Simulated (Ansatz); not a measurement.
## BAs: tensor shear ε_xy = +1.43 %

The parent structure is BAs in the zinc blende structure (space group F-43m, No. 216; a = 4.732 Å). Axes: x, y, z lie along the cube axes.

It is then changed as follows: tensor shear ε_xy = +1.43 % (engineering shear γ = 0.0286), atoms relaxed at fixed cell.

Computed with LDA in Ansatz (plane waves to 420 eV, PAW, no SOC). Settings: 12×12×12 k-points, 0.05 eV Fermi–Dirac smearing.

| quantity | base | changed | shift |
|---|---|---|---|
| shortest interatomic distance | 3.872 bohr | 3.850 bohr | -0.0226 bohr |
| energy relative to the base (free energy F) | 0 meV/atom | +5.3 meV/atom | +5.3 meV/atom |
| pressure (mean of the normal stresses, compression positive) | 0.00 GPa | 0.09 GPa | +0.09 GPa |
| band gap | 1.11 eV | 0.89 eV | -0.213 eV |
| gap character | – | indirect, Γ → k = (0.417, 0.417, 0) in the run's primitive reciprocal basis | – |
| smallest direct gap | 3.29 eV | 2.94 eV | -0.35 eV |
| valence-band top at Γ (three highest levels, from the VBM) | 0.00, 0.00, 0.00 eV | 0.00, -0.14, -0.25 eV | – |
| stress (xx, yy, zz, yz, xz, xy; compression positive) | – | (0.14, 0.14, -0.02, 0.00, 0.00, -4.47) GPa | – |

Final structure:

```
BAs
1.0
    0.03384     2.36609     2.36609
    2.36609     0.03384     2.36609
    2.39993     2.39993     0.00000
B As
1 1
Cartesian
  0.00000   0.00000   0.00645
  1.19996   1.19996   1.17660
```

Cost of the whole job for the changed cell (relaxation, final SCF and bands): around 40 core-seconds (rough).

The cells carry an imposed strain or load. No phonon test of stability was made. k-point labels follow each cell's own Brillouin zone.

Ansatz is a quantum-chemistry and plane-wave program.
